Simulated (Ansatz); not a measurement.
Input:

```
CELL_PARAMETERS angstrom
      3.24868     0.00000     0.00000
      0.00000     3.24868     0.00000
      0.00000     0.00000     3.24868
ATOMIC_POSITIONS crystal
  In 0.00000 0.00000 0.00000
  Pd 0.50000 0.50000 0.50000
```

Level of theory: PBEsol, DFPT electron-phonon coupling, linearised Boltzmann equation (plane waves, PAW, scalar-relativistic; Ansatz, a program for electronic structure). How the cell was made: relaxed with this functional, without spin-orbit coupling.

Problem. What phonon-limited resistivity does this give at 300 K?

Solution. 13.0 μΩ·cm.

Problem. And the electrons' mean free path at that temperature?

Solution. 7.7 nm, weighted by the current that each state carries. Wires not much wider than this gain resistivity from their walls.

A metal at this level (no band gap). Only scattering by harmonic phonons is included (no impurities, grain boundaries, electron-electron scattering or thermal expansion). Spin-orbit coupling is left out. The run warned that the eigensolver left some states short of its tolerance. Halving the electron mesh (28x28x28) moves the resistivity by up to 6 % at 300 K, the mean free path by up to 5 %. Smearing 0.20 eV; phonons on a 4x4x4 q mesh, which this run doesn't test.

Computed structure, not matched to a measured one here, so possibly hypothetical: PdIn (Pm-3m).
